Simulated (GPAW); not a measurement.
Input and output of a self-consistent single point for BaP₄Pd₂ (I4/mmm, 7 atoms in the cell) (GPAW).

Computed with LDA (Perdew-Wang 92), GPAW PAW datasets LDA (gpaw-data 1.0.1) (plane waves; GPAW 25.7.0).

The change in words: lattice scaled by 0.98. Reference geometry:
```
CELL_PARAMETERS angstrom
     -3.42191     3.42191     2.98690
      3.42191    -3.42191     2.98690
      3.42191     3.42191    -2.98690
ATOMIC_POSITIONS crystal
  Ba 0.00000 0.00000 0.00000
  P  0.27381 0.50000 0.77381
  P  0.72619 0.50000 0.22619
  P  0.50000 0.72619 0.22619
  P  0.50000 0.27381 0.77381
  Pd 0.75000 0.25000 0.50000
  Pd 0.25000 0.75000 0.50000
```

Reference input (self-consistent single point, DFT LDA (Perdew-Wang 92), plane waves, GPAW PAW datasets LDA (gpaw-data 1.0.1)): mode = pw; ecut = 550 eV; xc = LDA; kpts = 6 6 6; mesh shift (steps) = 0 0 0; occupations.name = fermi-dirac; occupations.width = 0.136 eV; nbands = -15; convergence.density = 1e-05 e/electron; convergence.energy = 1e-05 eV/electron; symmetry.symmorphic = false; symmetry.tolerance = 0.0005. This run's input differs from it in these lines:

```diff
@@ -5,12 +5,12 @@
 atoms = Atoms(['Ba', 'P', 'P', 'P', 'P', 'Pd', 'Pd'],
-              cell=[[-3.421910, 3.421910, 2.986895],
-                    [3.421910, -3.421910, 2.986895],
-                    [3.421910, 3.421910, -2.986895]],
+              cell=[[-3.353472, 3.353472, 2.927157],
+                    [3.353472, -3.353472, 2.927157],
+                    [3.353472, 3.353472, -2.927157]],
               positions=[[0.000000, 0.000000, 0.000000],
-                         [3.421910, 1.873906, -0.000000],
-                         [-0.000000, 1.548004, 2.986895],
-                         [1.548004, 0.000000, 2.986895],
-                         [1.873906, 3.421910, -0.000000],
-                         [0.000000, 3.421910, 1.493448],
-                         [3.421910, 0.000000, 1.493448]],
+                         [3.353472, 1.836428, 0.000000],
+                         [0.000000, 1.517044, 2.927157],
+                         [1.517044, 0.000000, 2.927157],
+                         [1.836428, 3.353472, 0.000000],
+                         [0.000000, 3.353472, 1.463578],
+                         [3.353472, 0.000000, 1.463578]],
               pbc=True)
```

Output, abridged:

```
     iter     time        total  log10-change:
                         energy   eigst   dens
iter:   1 --:--:--   -49.578555
iter:   2 --:--:--   -46.187508   -0.57  -1.05
iter:   3 --:--:--   -42.323216   -0.85  -1.14
iter:   4 --:--:--   -42.079740   -1.53  -1.33
iter:   5 --:--:--   -41.860618   -1.69  -1.42
   [... 5 lines left out ...]
iter:  11 --:--:--   -41.813767   -3.40  -2.61
iter:  12 --:--:--   -41.814674   -4.56  -3.08
iter:  13 --:--:--   -41.813817   -4.69  -3.14
iter:  14 --:--:--   -41.813751   -5.46  -3.31
iter:  15 --:--:--   -41.813737c  -5.73  -3.35
iter:  16 --:--:--   -41.813640c  -5.48  -3.69
iter:  17 --:--:--   -41.813637c  -6.98  -3.78
iter:  18 --:--:--   -41.813654c  -6.57  -3.86
iter:  19 --:--:--   -41.813643c  -6.74  -3.93
iter:  20 --:--:--   -41.813643c  -7.72c -4.00
iter:  21 --:--:--   -41.813651c  -6.95  -4.05
iter:  22 --:--:--   -41.813651c  -8.09c -4.14
iter:  23 --:--:--   -41.813658c  -6.78  -4.22
iter:  24 --:--:--   -41.813645c  -6.95  -4.29
iter:  25 --:--:--   -41.813644c  -7.85c -4.51
iter:  26 --:--:--   -41.813643c  -8.08c -4.55
iter:  27 --:--:--   -41.813641c  -7.99c -4.83
iter:  28 --:--:--   -41.813642c  -8.66c -5.01c
Converged after 28 iterations.

Dipole moment: (0.000000, -0.000000, -0.000006) |e|*Ang

Energy contributions relative to reference atoms: (reference = -532394.352977)

Kinetic:        +36.130481
Potential:      -36.416539
External:        +0.000000
XC:             -40.984718
Entropy (-ST):   -0.115908
Local:           -0.484912
SIC:             +0.000000
--------------------------
Free energy:    -41.871596
Extrapolated:   -41.813642

Showing only first 2 kpts
 Kpt  Band  Eigenvalues  Occupancy
  0    29      6.46134    2.00000
  0    30      7.26327    1.99998
  0    31      8.26538    1.96258
  0    32     10.78801    0.00000

  1    29      6.93894    2.00000
  1    30      7.61730    1.99968
  1    31      8.39301    1.90707
  1    32     10.73787    0.00000

Fermi level: 8.80393

No gap
   [... lines left out ...]
  1 P     0.00000   -0.63777   -0.00000
  2 P     0.00000    0.63777   -0.00000
  3 P     0.63777    0.00000    0.00000
  4 P    -0.63777    0.00000    0.00000
  5 Pd   -0.00000    0.00000    0.00000
  6 Pd    0.00000   -0.00000    0.00000

Stress tensor:
    -0.017459    -0.000000     0.000000
    -0.000000    -0.017459    -0.000000
     0.000000    -0.000000    -0.002224
Stress (GPa, Voigt): [-2.7972 -2.7972 -0.3564 -0.      0.     -0.    ]
```

The run converged in 28 iterations. GPAW prints stress with tension positive. Against the reference run the free energy drops by 9.4 meV/atom, the pressure goes from -4.24 to 1.98 GPa and the largest force goes from 0.466 to 0.638 eV/Å.

The starting cell comes from a database of computed structures (which also holds hypothetical and non-ambient phases and stackings), without a prior relaxation at this level. For this run, on top of that: lattice scaled by 0.98. Spin polarisation is off.

Cost on one core of a shared machine: roughly 2 min.
